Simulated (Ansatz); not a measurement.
Base system: KTaO3 in the cubic perovskite structure (space group Pm-3m, No. 221; a = 3.990 Å).

Computed with Kohn–Sham DFT with the r2SCAN functional, run in Ansatz (an electronic-structure program) with PAW and 500 eV plane waves, scalar-relativistic without spin-orbit coupling.

For the base:

The gap character comes out as indirect, R → Γ. The smallest direct gap is 3.27 eV. The pressure comes out as 0.01 GPa.

Perturbation: an isotropic linear strain of +0.52 %; the atoms relax in the strained cell.

Task: Predict the new gap character, smallest direct gap, mean gap deformation potential ΔEg/Δln V, pressure and energy relative to the base.

Result: The gap character is still indirect, R → Γ; the smallest direct gap falls by 0.04 eV (3.27 eV → 3.23 eV); the mean gap deformation potential ΔEg/Δln V comes out as -2.6 eV; the pressure decreases by 3.144 GPa to -3.14 GPa; the energy rises by 2.0 meV/atom.

Spin-orbit coupling, missing from the scalar runs, can matter with Ta. Whether these cells are dynamically stable was not tested.
